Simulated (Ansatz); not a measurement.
The parent structure is ZnSe in the zinc blende structure (space group F-43m, No. 216; a = 5.666 Å). Axes: x, y, z lie along the cube axes.

It is then changed as follows: uniaxial strain ε_zz = −3.34 %, all other strain components held at zero, atoms relaxed at fixed cell.

Levels (all Ansatz, a quantum-chemistry and plane-wave program, PAW, earlier PAW set): r2SCAN (500 eV, without spin-orbit coupling); HSE06 (420 eV, no spin-orbit coupling).

The geometry is relaxed with r2SCAN.

* **r2SCAN band gap**: 1.92 eV

With HSE06 at the same geometry, the band gap increases by 0.56 eV to 2.48 eV.

Single points use the geometry relaxed with r2SCAN. Whether these cells are dynamically stable was not tested.
